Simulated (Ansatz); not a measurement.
MgO, response to strain

Consider MgO in the rock salt structure (space group Fm-3m, No. 225).

```
MgO
1.0
    0.00000     2.10705     2.10705
    2.10705     0.00000     2.10705
    2.10705     2.10705     0.00000
Mg O
1 1
Cartesian
  0.00000   0.00000   0.00000
  2.10705   2.10705   2.10705
```

Cartesian axes are those of the cell as printed.

Strains are applied to the cell and any free atomic positions relax.

Method: PBEsol (Ansatz, a first-principles code; PAW; 420 eV plane waves; without spin-orbit coupling).

Notes on the quantities. energy relative to the base: free energy F; pressure: mean of the normal stresses, compression positive.

```json
[
 {"variant": "base", "energy relative to the base": "0 meV/atom", "band gap": "4.62 eV", "pressure": "0.01 GPa"},
 {"variant": "tensor shear ε_xy = +1.71 %", "energy relative to the base": "+4.9 meV/atom", "band gap": "4.48 eV", "pressure": "0.06 GPa"},
 {"variant": "tensor shear ε_xy = +2.00 %", "energy relative to the base": "+6.8 meV/atom", "band gap": "4.45 eV", "pressure": "0.08 GPa"},
 {"variant": "tensor shear ε_xy = +0.57 %", "energy relative to the base": "+0.6 meV/atom", "band gap": "4.58 eV", "pressure": "0.01 GPa"},
 {"variant": "tensor shear ε_xy = +0.29 %", "energy relative to the base": "+0.2 meV/atom", "band gap": "4.60 eV", "pressure": "0.01 GPa"},
 {"variant": "tensor shear ε_xy = +1.43 %", "energy relative to the base": "+3.5 meV/atom", "band gap": "4.50 eV", "pressure": "0.05 GPa"},
 {"variant": "tensor shear ε_xy = +0.86 %", "energy relative to the base": "+1.3 meV/atom", "band gap": "4.55 eV", "pressure": "0.02 GPa"},
 {"variant": "tensor shear ε_xy = +1.14 %", "energy relative to the base": "+2.2 meV/atom", "band gap": "4.53 eV", "pressure": "0.03 GPa"}
]
```

No phonon test of stability was made.
